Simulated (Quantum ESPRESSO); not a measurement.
A working Quantum ESPRESSO input for ZnCu2SnS4 (Pmn2_1, 16 atoms in the cell) (DFT, LDA (PZ), plane waves, PSlibrary PAW (LDA) pseudopotentials):

```fortran
&control
    calculation = 'scf'
    outdir = './out'
    pseudo_dir = './'
    tprnfor = .true.
    tstress = .true.
/
&system
    ibrav = 0
    nat = 16
    ntyp = 4
    ecutwfc = 55
    ecutrho = 330
    occupations = 'smearing'
    smearing = 'cold'
    degauss = 0.019992
/
&electrons
    conv_thr = 1.0e-11
/
ATOMIC_SPECIES
Zn    65.3800  Zn.pz-dn-kjpaw_psl.1.0.0.UPF
Cu    63.5460  Cu.pz-dn-kjpaw_psl.1.0.0.UPF
Sn   118.7100  Sn.pz-dn-kjpaw_psl.1.0.0.UPF
S     32.0600  S.pz-n-kjpaw_psl.1.0.0.UPF
ATOMIC_POSITIONS alat
Zn    0.5000000000    0.7273567418    0.4130761566
Zn    0.0000000000    0.1381526013    0.0006104492
Cu    0.2476200000    0.2857479096    0.4105848637
Cu    0.2523800000    0.5797614335    0.8230505710
Cu    0.7523800000    0.2857479096    0.4105848637
Cu    0.7476200000    0.5797614335    0.8230505710
Sn    0.5000000000    0.1468336601    0.0005692027
Sn    0.0000000000    0.7186756831    0.4130349100
S     0.2406000000    0.2986353438    0.1106233027
S     0.2594000000    0.5668739994    0.5230890100
S     0.7594000000    0.2986353438    0.1106233027
S     0.7406000000    0.5668739994    0.5230890100
S     0.5000000000    0.1536192533    0.5046270450
S     0.0000000000    0.7118900898    0.0921613376
S     0.5000000000    0.7106956869    0.1058551991
S     0.0000000000    0.1548136562    0.5183209065
K_POINTS automatic
3 4 4  1 1 1
CELL_PARAMETERS bohr
  14.6030476007     0.0000000000     0.0000000000
   0.0000000000    12.6390741366     0.0000000000
   0.0000000000     0.0000000000    12.0465127157
```

The run converged in 15 iterations: free energy E − TS -36496.0634 eV; Fermi level (on the code's own zero) 6.72 eV; pressure -6.90 GPa; largest force (vector length) 0.213 eV/Å. Each of these slips is then made, one at a time:

(1)
```diff
-/
-&electrons
-    conv_thr = 1.0e-11
```

(2)
```diff
-Cu    63.5460  Cu.pz-dn-kjpaw_psl.1.0.0.UPF
+Cu    63.5460  cu_pbe_v1.2.uspp.F.UPF
```

Q: What happens in each case?

A: 
(1) A required namelist left out. The program stopped before any SCF iteration.
```
Error in routine  read_namelists (1):
bad line in namelist &electrons: "   0.0000000000     0.0000000000    12.0465127157" (error could be in the previous line)
```

(2) Potentials made for another functional. The program stopped before any SCF iteration.
```
Error in routine set_dft_from_name (3):
conflicting values for icorr
```

The starting cell comes from a database of computed structures (which also holds hypothetical and non-ambient phases and stackings), without a prior relaxation at this level. Spin polarisation is off. In the base run, with a pressure of about -7 GPa the cell is away from its equilibrium volume at this level. The run gives no clean gap (levels at the Fermi energy touch, overlap or are partly filled at this smearing), which alone does not show that the compound is a metal.

Left out of this page: 3 runs of the series outside the window shown, repeating another row's setting, or not comparable; 1 run of the series stopped by limits of time or memory.
